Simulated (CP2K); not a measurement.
Band structure of K₂S (Fm-3m, 3 atoms in the cell).

```
K2S
1.0
    5.37189     0.00000     0.00000
    2.68595     4.65219     0.00000
    2.68595     1.55073     4.38613
K S
2 1
Direct
  0.75000   0.75000   0.75000
  0.25000   0.25000   0.25000
  0.00000   0.00000   0.00000
```

Method of the run: PBE, GPW, DZVP-MOLOPT-SR-GTH basis, GTH-PBE potentials (GTH_POTENTIALS) (CP2K).

Settings: CUTOFF = 500 Ry; REL_CUTOFF = 60 Ry; SMEAR/METHOD = FERMI_DIRAC; ELECTRONIC_TEMPERATURE = 116.05 K; KPOINTS/SCHEME = MONKHORST-PACK 5 5 5; XC_FUNCTIONAL = PBE; K/BASIS_SET = DZVP-MOLOPT-SR-GTH-q9; K/POTENTIAL = GTH-PBE-q9; S/BASIS_SET = DZVP-MOLOPT-SR-GTH-q6; S/POTENTIAL = GTH-PBE-q6; METHOD = GPW; EPS_DEFAULT = 1e-11; EXTRAPOLATION = USE_GUESS; NGRIDS = 5.

The starting cell comes from a database of computed structures (which also holds hypothetical and non-ambient phases and stackings), without a prior relaxation at this level. Its lattice was rescaled by a random factor within 2.5 % of one. Values carry the incompleteness of an atom-centred basis.

Predict the gap along the standard path and the places of the band edges.

The gap along the path is 2.23 eV, from X to Γ; the smallest direct gap on it is 2.37 eV.

Levels in eV from the top of the valence band on the SCF mesh, bands 9 to 13:
```
point      9     10     11     12    13
-----  -----  -----  -----  -----  ----
Γ      -9.41  -0.14  -0.14  -0.14  2.23
X      -9.26  -0.67   0.00   0.00  3.41
W      -9.26  -0.34  -0.34  -0.01  3.64
K      -9.27  -0.50  -0.19   0.00  3.66
L      -9.29  -0.59  -0.03  -0.03  4.60
U      -9.27  -0.50  -0.19   0.00  3.66
```

Higher empty bands are left out: an atom-centred basis made for the valence describes them poorly.
